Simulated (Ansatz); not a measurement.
**BN: response to strain**

Start from BN in the zinc blende structure (space group F-43m, No. 216; a = 3.581 Å). Axes: x, y, z lie along the cube axes.

Strains are applied to the cell and any free atomic positions relax; under biaxial strain the out-of-plane vector relaxes too.

All numbers come from Ansatz (a quantum-chemistry and plane-wave program) LDA, no spin-orbit coupling.

Candidates:
(a) biaxial strain −0.83 %, plane normal [111], relaxed out of plane
(b) biaxial strain +1.25 %, plane normal [111], relaxed out of plane
(c) biaxial strain +0.42 %, plane normal [111], relaxed out of plane
(d) biaxial strain −2.08 %, plane normal [111], relaxed out of plane

Notes on the quantities. energy relative to the base: free energy F.

Q: Order them by energy relative to the base, highest first.

A: (d) biaxial strain −2.08 %, plane normal [111], relaxed out of plane (+18 meV/atom), (b) biaxial strain +1.25 %, plane normal [111], relaxed out of plane (+6.0 meV/atom), (a) biaxial strain −0.83 %, plane normal [111], relaxed out of plane (+2.8 meV/atom), (c) biaxial strain +0.42 %, plane normal [111], relaxed out of plane (+0.7 meV/atom)

Whether these cells are dynamically stable was not tested.
